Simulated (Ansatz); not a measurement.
Start from BAs (space group P4_2/mnm, No. 136; a = 5.8372 Å, c = 3.3617 Å; a hypothetical phase, not in the database extracts checked).

It is then changed as follows: a negative pressure, −2 GPa.

Levels (all Ansatz, a quantum-chemistry and plane-wave program, PAW): PBEsol (420 eV, no spin-orbit coupling); PBEsol+SOC (420 eV, with spin-orbit coupling).

The geometry is relaxed with PBEsol.

- PBEsol lowest conduction level above the VBM at special points = A 1.07 eV; Γ 1.10 eV; R 1.46 eV; Z 1.72 eV
- PBEsol smallest direct gap = 1.10 eV
- PBEsol valence-band top at Γ = 0.00, 0.00, -0.26 eV

With PBEsol+SOC at the same geometry, the lowest conduction level above the VBM at special points becomes A 1.00 eV; Γ 1.04 eV; R 1.39 eV; Z 1.65 eV (PBEsol: A 1.07 eV; Γ 1.10 eV; R 1.46 eV; Z 1.72 eV); the smallest direct gap decreases by 0.067 eV to 1.04 eV; the valence-band top at Γ (three highest Kramers pairs, from the VBM) changes from 0.00, 0.00, -0.26 eV to 0.00, -0.10, -0.38 eV.

Single points use the geometry relaxed with PBEsol. Differences between runs with and without spin-orbit coupling are approximate. Load acts through the strain it causes; cell and atoms are relaxed under it. No phonon test of stability was made.
